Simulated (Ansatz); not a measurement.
Where the default PAW files enter, the runs use the earlier of Ansatz's two default sets.

Here is the system:

```xyz
12
Lattice="5.1540 0.0000 0.0000 0.8739 5.2576 0.0000 0.0000 0.0000 5.2281" Properties=species:S:1:pos:R:3 pbc="T T T"
Zr     2.1148     4.1556     5.0077
Zr     3.9131     1.1020     0.2204
Zr     4.3500     3.7308     2.3937
Zr     1.6779     1.5268     2.8344
O      5.5347     4.4365     0.8694
O      0.4932     0.8211     4.3587
O      0.9301     3.4499     3.4834
O      5.0977     1.8077     1.7447
O      2.3344     0.1125     1.3458
O      3.6935     5.1451     3.8823
O      3.2565     2.5163     3.9599
O      2.7713     2.7413     1.2682
```

Space group of this cell: P2_1/c. The cell is taken as given.

The current runs along the normal of the first two printed vectors. All runs by Ansatz (a quantum-chemistry and plane-wave program), plane waves and PAW, without spin-orbit coupling; the base is r2SCAN.

| run | mean pressure (GPa) | gap (eV) | mid-gap κ (1/Å) |
|---|---|---|---|
| base | -0.2 | 4.14 | 0.389 |
| all lengths scaled by 0.98 | 16.3 | 4.39 | 0.394 |
| all lengths scaled by 1.02 | -12.8 | (withheld) | 0.383 |
| lda in place of r2scan | -8.4 | 3.54 | 0.359 |
| lengths across the current scaled by 0.98, ions clamped | 10.2 | (withheld) | (withheld) |
| lengths across the current scaled by 1.02, ions clamped | -8.8 | 3.97 | 0.386 |
| lengths along the current scaled by 0.97, ions clamped | 7.8 | 4.24 | 0.393 |
| lengths along the current scaled by 1.03, ions clamped | -7.1 | 4.04 | 0.383 |
| pbesol in place of r2scan | -3.2 | (withheld) | (withheld) |

Problem. What belongs in the gaps?

Solution. 
- all lengths scaled by 1.02, gap (eV): 3.91
- lengths across the current scaled by 0.98, ions clamped, gap (eV): 4.31
- lengths across the current scaled by 0.98, ions clamped, mid-gap κ (1/Å): 0.391
- pbesol in place of r2scan, gap (eV): 3.58
- pbesol in place of r2scan, mid-gap κ (1/Å): 0.361
